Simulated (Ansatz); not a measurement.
# Thermal expansion of bcc (W type) Mo

Method: quasi-harmonic lattice dynamics, PBEsol density-functional theory in Ansatz (plane waves, PAW); phonon mesh 4×4×4, k mesh 16×16×16. The run noted for some of its cells that some bands missed the eigensolver's tolerance. The pressure is 15 GPa. The structure is held there; whether it is the stable one at that pressure was not tested.

```
T (K)  α_L (10⁻⁶/K)  C_P (J/mol/K)  bulk modulus B_T (GPa)     γ
-----  ------------  -------------  ----------------------  ----
100             2.0           12.5                     337  1.41
200             3.4           20.9                     335  1.45
300             3.9           23.4                     333  1.46
400             4.1           24.5                     330  1.46
500             4.2           25.1                     328  1.46
600             4.3           25.6                     325  1.46
700             4.3           25.9                     323  1.46
800             4.4           26.3                     320  1.46
900             4.5           26.5                     318  1.46
1000            4.6           26.8                     315  1.46
```

| Property | Result |
|---|---|
| conventional lattice constants at 300 K | a = 3.083 Å |
| entropy at 300 K | 27.0 J/(mol K) |
| adiabatic bulk modulus at 300 K | 334 GPa |
| bulk modulus without vibrations | 340 GPa |
| zero-point volume expansion | 0.19 % |

Values include zero-point motion; explicit anharmonicity at fixed volume is left out.

No phase change or melting is allowed for: the numbers belong to this structure as given.

The PAW data sets were generated under PBE and serve the other functionals too.

Ansatz is a first-principles code.
